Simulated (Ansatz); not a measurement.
# What uniaxial strain ε_zz = +0.60 % does to CdSe

The parent structure is CdSe in the wurtzite structure (space group P6_3mc, No. 186; a = 4.3828 Å, c = 7.1544 Å). Axes: x lies along a and z along c of the hexagonal cell.

Now apply this change: the cell is stretched by 0.60 % along z with no lateral relaxation, atoms relaxed at fixed cell.

Computed with Kohn–Sham DFT with the PBE functional, run in Ansatz (a first-principles code) with PAW and 420 eV plane waves, no spin-orbit coupling. Γ-centred 9×9×5 mesh, Fermi–Dirac width 0.05 eV.

The volume per atom increases by 0.18 Å³ (29.75 Å³ → 29.93 Å³) and the space group remains P6_3mc (No. 186). The shortest interatomic distance goes up by 0.005 Å to 2.687 Å and the energy is nearly the same. The pressure (mean of the normal stresses, compression positive) goes from zero to -0.26 GPa and the band gap falls by 0.02 eV, from 0.54 eV to 0.52 eV. The gap character remains direct at Γ and the width of the top valence band stays essentially unchanged (1.56 eV against 1.55 eV). The electron mass is 0.056 mₑ (at Γ) and the valence-band top at Γ (three highest levels, from the VBM) goes from 0.00, 0.00, -0.04 eV to 0.00, 0.00, -0.07 eV. The stress (xx, yy, zz, yz, xz, xy; compression positive) amounts to (-0.18, -0.18, -0.43, 0.00, 0.00, 0.00) GPa.

Final structure:

```
CELL_PARAMETERS angstrom
      4.38279     0.00000     0.00000
     -2.19140     3.79561     0.00000
      0.00000     0.00000     7.19729
ATOMIC_POSITIONS crystal
  Cd 0.33333 0.66667 0.00074
  Cd 0.66667 0.33333 0.50074
  Se 0.33333 0.66667 0.37526
  Se 0.66667 0.33333 0.87526
```

Masses are band curvatures over ±0.01 Å⁻¹ around the edge. No phonon test of stability was made.
